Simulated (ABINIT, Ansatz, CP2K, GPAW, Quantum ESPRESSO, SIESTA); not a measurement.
**PbS2 (I4/mcm, 6 atoms in the cell) computed with different codes at matched settings**

Self-consistent single point.

```xyz
6
Lattice="-3.0750 3.0750 3.7766 3.0750 -3.0750 3.7766 3.0750 3.0750 -3.7766" Properties=species:S:1:pos:R:3 pbc="T T T"
Pb     0.0000     0.0000     5.6649
Pb     0.0000     0.0000     1.8883
S      3.8070     0.7320     0.0000
S     -0.7320     2.3429     3.7766
S      2.3429     0.7320     3.7766
S      0.7320     2.3429     0.0000
```

All programs got the same cell, k-point mesh and kind of occupations (in Ansatz's words: kpoints.mp_grid.grid = 4 4 4; scf.occupations.method = fermi_dirac; scf.occupations.width = 0.0037 Ry); potentials, basis and cutoffs are each program's usual ones.

```csv
code,model,pressure (GPa),largest force (eV/Å),k-points,cutoff
GPAW,"LDA (Perdew-Wang 92), GPAW PAW datasets LDA (gpaw-data 1.0.1)",-3.71,0.219,13,600 eV
ABINIT,"LDA (PW92), norm-conserving pseudopotentials (PseudoDojo nc-sr-04 LDA standard)",-3.61,0.166,13,28 Ha
Ansatz,"LDA (PW92), PAW files made with PBE",-3.64,0.189,13,default
CP2K,"LDA (Pade form), GPW, DZVP-MOLOPT-SR-GTH basis, GTH-PADE potentials (GTH_POTENTIALS)",-3.93,0.182,36,grid 400 Ry
Quantum ESPRESSO,"LDA (PZ), GBRV 1.5 ultrasoft (LDA) pseudopotentials",-3.70,0.203,13,40 Ry
SIESTA,"LDA PW92, numerical atomic orbitals DZP, PseudoDojo LDA standard norm-conserving potentials (rewritten from UPF to PSML)",-3.80,0.547,44,grid 300 Ry
```

No clean gap comes from GPAW, ABINIT, Ansatz (a quantum-chemistry and plane-wave program), CP2K, Quantum ESPRESSO and SIESTA: levels at the Fermi energy touch, overlap or are partly filled at this smearing.

The spread over the programs that give each value: pressure within 0.32 GPa; largest force within 0.381 eV/Å.

The starting cell comes from a database of computed structures (which also holds hypothetical and non-ambient phases and stackings), without a prior relaxation at this level. On Ansatz's run: Spin-orbit coupling is off. In the base run, with a pressure of about -4 GPa the cell is away from its equilibrium volume at this level. The run gives no clean gap (levels at the Fermi energy touch, overlap or are partly filled at this smearing), which alone does not show that the compound is a metal.

Problem. Why do the programs differ, and what cannot be compared?

Solution. Differences of this kind can come from the potentials, where these differ, and from what each basis and cutoff leave unconverged. The valence holds different numbers of electrons (GPAW 52, ABINIT 52, Ansatz 52, CP2K 32, Quantum ESPRESSO 52, SIESTA 52). The zero of total energies and Fermi levels follows the potentials and each program's conventions, so they are not compared here. CP2K and SIESTA use small atom-centred bases, whose incompleteness enters pressures, forces and empty levels differently from a plane-wave cutoff. Ansatz's pressure is given at a fixed set of plane waves, as the other plane-wave codes print theirs; with its correction for the finite basis it is -3.60 GPa. Ansatz's smearing width was typed in Ry to four decimals, so it matches the others to a few per cent. The same LDA comes in different parametrisations, which differ slightly. The programs reduce the same mesh by symmetry to different extents, which changes the work and not the result. In the force vectors, SIESTA (by 0.351) lies more than 0.08 eV/Å from the median of the plane-wave programs.

Left out of this page: Elk and FLEUR (not drawn, or without a comparable value).

Keys are those of Ansatz 0.2.
